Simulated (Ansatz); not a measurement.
System: SnSe (I4/mmm, No. 139, 4 atoms in the cell; start mp-8936; a measured phase of this formula has another space group). Method: LDA (Ansatz, a first-principles code, plane waves, PAW).

Settings: plane-wave cutoff 500 eV, 10×10×1 k mesh (along the axes of the cell as run), gaussian smearing 0.02 eV, scalar-relativistic PAW data made under PBE.

Cell (relaxed at this level):

```yaml
crystal:
  lattice:
    - [4.32797, 0.00000, 0.00000]
    - [0.00000, 4.32797, 0.00000]
    - [0.00000, 0.00000, 5.38094]
  atoms:
    - { symbol: Sn, position: [0.50000, 0.00000, 0.25000] }
    - { symbol: Sn, position: [0.00000, 0.50000, 0.75000] }
    - { symbol: Se, position: [0.50000, 0.00000, 0.75000] }
    - { symbol: Se, position: [0.00000, 0.50000, 0.25000] }
```

Give the computed band gap.


band gap: 1.48 eV (on the SCF k mesh)

Note: the relaxation could not lower the start's symmetry, so the cell can be a saddle point above a distorted one.

Spin–orbit coupling is not included.

Computing time: around 30 core-seconds (rough).

A start named mp-… is a Materials Project structure, which need not be a measured phase.
